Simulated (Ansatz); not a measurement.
Structures of equal composition on the (0001) surface of hcp Ti: a layer of Ga in place of the second plane; a layer of Ga in place of the third plane. The slabs share one bottom face, and each structure is named by its start. These are constructed structures in small cells; real faces may alloy, dewet or reconstruct in larger ones, and not all known structures of the face are among them. Slabs of about 12 Å with all that they carry, Fermi-Dirac smearing of 0.1 eV. Bottom of the slabs: a bare face, its two planes held. Relaxed from the named starts with such symmetry as they have, on meshes of like density; energies extrapolated to zero smearing; no spin-orbit coupling, no U. Spin-polarised runs, if any, are marked in brackets, and their order is one that fits the cell; the others ran without spin.

Calculation: PBE (plane waves to 420 eV, PAW; Ansatz, a first-principles code).

Problem. Put the candidates in order of energy per 1x1 cell, lowest first, for PBE.

Solution. a layer of Ga in place of the third plane (0.000 eV), a layer of Ga in place of the second plane (0.194 eV)
